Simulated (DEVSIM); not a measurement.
Device: GaAs p-n junction from an implanted or diffused profile, at 450 K.

Layer 1 from the left is GaAs, thickness (μm) 20.0, Nd (cm⁻³) 5.7e14, τn (s) 4.6e-10, τp (s) 4.6e-10.

Added acceptor profile: 6.5e17 cm⁻³ × exp(−(x − 0.031 μm)²/(2·(0.024 μm)²)). Left contact: ohmic. Right contact: ohmic. Voltage is applied to the left contact. Recombination: SRH at mid-gap. Mobility is constant in doping.

The device is made up for the run: typed textbook-type constants, with dimensions and the other settings drawn at random. Values at 300 K; Nc and Nv go as T^1.5, mobilities as T to minus their exponent, the gap by Varshni's rule with the affinity fixed.

GaAs: gap (eV) 1.424, affinity (eV) 4.07, permittivity 12.9, Nc (cm⁻³) 4.7e17, Nv (cm⁻³) 9e18, μn (cm²/Vs) 8500, μp (cm²/Vs) 400, T exponent of μn 2.1, T exponent of μp 2.2, Varshni α (eV/K) 0.000541, Varshni β (K) 204.

Simulated with DEVSIM: 1D drift-diffusion, Boltzmann statistics, complete ionisation; no tunnelling, impact ionisation, image-force lowering or self-heating.

**Question.** What does the simulation give for the dark forward voltage at 1 A/cm², the potential step across the device at zero bias, the dark forward voltage at 100 A/cm²?

**Answer.** dark forward voltage at 1 A/cm² 0.543 V; potential step across the device at zero bias 0.911 V; dark forward voltage at 100 A/cm² 1.341 V.
